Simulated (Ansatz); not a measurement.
SnO2 (model structure, started from the brookite type, Pbca, No. 61, 24 atoms in the cell) was calculated with r²SCAN (plane waves, PAW; Ansatz, a first-principles code).

Run with plane-wave cutoff 560 eV, 6×4×6 k mesh (along the axes of the cell as run), Fermi–Dirac smearing 0.01 eV, scalar-relativistic PAW data made under PBE.

Cell (relaxed at this level):

```
CELL_PARAMETERS angstrom
      5.48146     0.00000     0.00000
      0.00000     9.63312     0.00000
      0.00000     0.00000     5.73925
ATOMIC_POSITIONS crystal
  Sn 0.14080 0.13000 0.89663
  Sn 0.64080 0.37000 0.10337
  Sn 0.35920 0.87000 0.39663
  Sn 0.85920 0.63000 0.60337
  Sn 0.85920 0.87000 0.10337
  Sn 0.35920 0.63000 0.89663
  Sn 0.64080 0.13000 0.60337
  Sn 0.14080 0.37000 0.39663
  O  0.82809 0.01353 0.84437
  O  0.32809 0.48647 0.15563
  O  0.67191 0.98647 0.34437
  O  0.17191 0.51353 0.65563
  O  0.17191 0.98647 0.15563
  O  0.67191 0.51353 0.84437
  O  0.32809 0.01353 0.65563
  O  0.82809 0.48647 0.34437
  O  0.46873 0.23441 0.87962
  O  0.96873 0.26559 0.12038
  O  0.03127 0.76559 0.37962
  O  0.53127 0.73441 0.62038
  O  0.53127 0.76559 0.12038
  O  0.03127 0.73441 0.87962
  O  0.96873 0.23441 0.62038
  O  0.46873 0.26559 0.37962
```

Task: Give the computed band gap.

Result: 
- band gap = 2.03 eV

Note: the relaxation could raise the start's symmetry but not lower it, so the cell can be a saddle point.

Spin–orbit coupling is not included.

Static lattice: no zero-point or thermal effects.

A model structure was made by putting elements into a prototype or built by hand; it is no filed structure, need not be a known phase, and can be a saddle point held by its symmetry.
